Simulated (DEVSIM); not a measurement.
abrupt In0.53Ga0.47As p-n junction

Structure: abrupt In0.53Ga0.47As p-n junction, at 350 K.

```
layer (left to right)        material  thickness (μm)  Nd (cm⁻³)  Na (cm⁻³)  τn (s)  τp (s)
---------------------  --------------  --------------  ---------  ---------  ------  ------
1                      In0.53Ga0.47As            13.0          -     2.4e15    8e-9    8e-9
2                      In0.53Ga0.47As            2.10     2.2e13          -    8e-9    8e-9
```

Left contact: ohmic. Right contact: ohmic. Voltage is applied to the left contact. Recombination: SRH at mid-gap, radiative, Auger. Mobility is μmin + (μ − μmin)/(1 + (N/Nref)^α).

The device is made up for the run: typed textbook-type constants, with dimensions and the other settings drawn at random. Values at 300 K; Nc and Nv go as T^1.5, mobilities as T to minus their exponent, the gap by Varshni's rule with the affinity fixed.

```csv
parameter,In0.53Ga0.47As
gap (eV),0.74
affinity (eV),4.51
permittivity,13.9
Nc (cm⁻³),2.1e17
Nv (cm⁻³),7.7e18
μn (cm²/Vs),12000
μp (cm²/Vs),300
"μn,min",300
"μp,min",10
"Nref,n",1.3e17
"Nref,p",4.9e17
αn,0.48
αp,0.4
T exponent of μn,1.6
T exponent of μp,1.6
B (cm³/s),9.6e-11
Cn (cm⁶/s),5e-29
Cp (cm⁶/s),5e-29
Varshni α (eV/K),0.00035
Varshni β (K),190
```

Model (solved in DEVSIM): 1D drift-diffusion, Boltzmann statistics, complete ionisation; no tunnelling, impact ionisation, image-force lowering or self-heating.

The potential step across the device at zero bias is 0.196 V and the largest field in the device at zero bias comes out as 2700 V/cm. The dark forward voltage at 1 A/cm² is 0.141 V and the dark forward voltage at 100 A/cm² comes out as 0.671 V.

Dark forward current:

```csv
V (V),J (A/cm²)
0.05,0.16
0.10,0.50
0.15,1.2
0.20,2.4
0.25,4.8
0.30,8.8
0.35,15
0.40,24
0.45,36
0.50,49
0.55,64
0.60,79
0.65,94
0.70,110
0.75,120
0.80,130
0.85,150
0.90,160
0.95,170
1.00,180
1.05,190
1.10,200
1.15,210
1.20,220
```
